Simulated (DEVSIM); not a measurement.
Device: Pd/Al2O3/SiO2/n-Si capacitor, at 300 K.

| layer (left to right) | material | thickness (nm) | Nd (cm⁻³) |
|---|---|---|---|
| 1 | Al2O3 | 21.0 | - |
| 2 | SiO2 | 1.40 | - |
| 3 | Si | 13000 | 1e14 |

Metal gate on the left, work function 5.2 eV. Fixed charge at the semiconductor interface 0 cm⁻² (in units of +e); no interface traps.

This is a model device: material constants are rounded textbook-type values typed into the input, and sizes, dopings and lifetimes were drawn at random. Values at 300 K.

```tsv
parameter	Al2O3	SiO2	Si
gap (eV)	6.8	9	1.124
affinity (eV)	1.35	0.9	4.05
permittivity	9	3.9	11.7
Nc (cm⁻³)	-	-	2.86e19
Nv (cm⁻³)	-	-	3.1e19
```

Simulated with DEVSIM: 1D Poisson equation in equilibrium, Boltzmann statistics, complete ionisation; no quantum confinement or tunnelling. Metal contacts follow the ideal Schottky-Mott rule: no Fermi-level pinning, no interface dipoles.

Question: Tabulate band edges, carrier densities and field at 0.4 V on the gate.

Answer: Energies count from the Fermi level of the right contact; mesh points crowd at the junctions.

| x (μm) | Ec (eV) | Ev (eV) | n (cm⁻³) | p (cm⁻³) | field (V/cm) |
|---|---|---|---|---|---|
| 0.000 | 3.450 | -3.350 | < 1e2 | < 1e2 | -4500 |
| 0.002018 | 3.449 | -3.351 | < 1e2 | < 1e2 | -4500 |
| 0.006897 | 3.447 | -3.353 | < 1e2 | < 1e2 | -4500 |
| 0.01544 | 3.443 | -3.357 | < 1e2 | < 1e2 | -4500 |
| 0.02031 | 3.441 | -3.359 | < 1e2 | < 1e2 | -4500 |
| 0.02151 | 3.890 | -5.110 | < 1e2 | < 1e2 | -10000 |
| 0.02240 | 0.739 | -0.385 | 1.1e7 | 1.1e13 | -5600 |
| 0.02590 | 0.738 | -0.386 | 1.2e7 | 1.0e13 | -3500 |
| 0.03411 | 0.735 | -0.389 | 1.3e7 | 9.0e12 | -3500 |
| 0.05806 | 0.727 | -0.397 | 1.8e7 | 6.6e12 | -3400 |
| 0.1230 | 0.705 | -0.419 | 4.1e7 | 2.8e12 | -3300 |
| 0.4298 | 0.611 | -0.513 | 1.6e9 | 7.4e10 | -2800 |
| 1.190 | 0.440 | -0.684 | 1.2e12 | 9.9e7 | -1700 |
| 3.362 | 0.326 | -0.798 | 9.6e13 | 1200000 | -28 |
| 9.723 | 0.325 | -0.799 | 1.0e14 | 1200000 | ≈ 0 |
| 11.87 | 0.325 | -0.799 | 1.0e14 | 1200000 | ≈ 0 |
| 12.62 | 0.325 | -0.799 | 1.0e14 | 1200000 | ≈ 0 |
| 12.88 | 0.325 | -0.799 | 1.0e14 | 1200000 | ≈ 0 |
| 12.99 | 0.325 | -0.799 | 1.0e14 | 1200000 | ≈ 0 |
| 13.01 | 0.325 | -0.799 | 1.0e14 | 1200000 | ≈ 0 |
| 13.02 | 0.325 | -0.799 | 1.0e14 | 1200000 | ≈ 0 |
| 13.02 | 0.325 | -0.799 | 1.0e14 | 1200000 | ≈ 0 |
